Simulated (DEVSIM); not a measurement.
Structure: Al/Al2O3/SiO2/n-Si capacitor, at 300 K.

```
layer (left to right)  material  thickness (nm)  Nd (cm⁻³)
---------------------  --------  --------------  ---------
1                         Al2O3            5.40          -
2                          SiO2            1.20          -
3                            Si            2200     7.1e16
```

Metal gate on the left, work function 4.1 eV. Fixed charge at the semiconductor interface -4.4e10 cm⁻² (in units of +e); interface traps 5.2e11 cm⁻² eV⁻¹, uniform in energy, neutral level at 0.5 of the gap above the valence band.

The device is made up for the run: typed textbook-type constants, with dimensions and the other settings drawn at random. Values at 300 K; Nc and Nv go as T^1.5, mobilities as T to minus their exponent, the gap by Varshni's rule with the affinity fixed.

| parameter | Al2O3 | SiO2 | Si |
|---|---|---|---|
| gap (eV) | 6.8 | 9 | 1.124 |
| affinity (eV) | 1.35 | 0.9 | 4.05 |
| permittivity | 9 | 3.9 | 11.7 |
| Nc (cm⁻³) | - | - | 2.86e19 |
| Nv (cm⁻³) | - | - | 3.1e19 |
| Varshni α (eV/K) | - | - | 0.000473 |
| Varshni β (K) | - | - | 636 |

DEVSIM, 1D Poisson equation in equilibrium, Boltzmann statistics, complete ionisation; no quantum confinement or tunnelling. Metal contacts follow the ideal Schottky-Mott rule: no Fermi-level pinning, no interface dipoles.

Base results: minimum of the low-frequency capacitance (μF/cm²) 0.152; capacitance of the dielectric stack (μF/cm²) 0.975; threshold voltage (band bending 2φF) (V) -1.09; flat-band voltage (V) -0.06.

Problem. What follows from this one change: substrate doping 7.1e+16 → 3.6e+16 cm^-3?

Solution. minimum of the low-frequency capacitance 0.152 → 0.132 μF/cm²; capacitance of the dielectric stack little changed (0.975 μF/cm²); threshold voltage (band bending 2φF) -1.09 → -1.02 V; flat-band voltage -0.06 → -0.08 V.

Problem. What follows from this one change: interface trap density 5.2e+11 → 0 cm^-2 eV^-1?

Solution. minimum of the low-frequency capacitance 0.152 → 0.0872 μF/cm²; capacitance of the dielectric stack little changed (0.975 μF/cm²); threshold voltage (band bending 2φF) -1.09 → -1.05 V; flat-band voltage -0.06 → -0.10 V.

Problem. What follows from this one change: Al2O3 thickness 0.0054 → 0.0046 μm?

Solution. minimum of the low-frequency capacitance little changed (0.154 μF/cm²); capacitance of the dielectric stack 0.975 → 1.08 μF/cm²; threshold voltage (band bending 2φF) -1.09 → -1.07 V; flat-band voltage little changed (-0.07 V).

Problem. What follows from this one change: temperature 300 → 500 K?

Solution. minimum of the low-frequency capacitance 0.152 → 0.185 μF/cm²; capacitance of the dielectric stack little changed (0.975 μF/cm²); threshold voltage (band bending 2φF) -1.09 → -0.84 V; flat-band voltage -0.06 → -0.21 V.

Problem. What follows from this one change: gate work function 4.1 → 4.25 eV?

Solution. minimum of the low-frequency capacitance little changed (0.151 μF/cm²); capacitance of the dielectric stack little changed (0.975 μF/cm²); threshold voltage (band bending 2φF) -1.09 → -0.94 V; flat-band voltage -0.06 → 0.09 V.
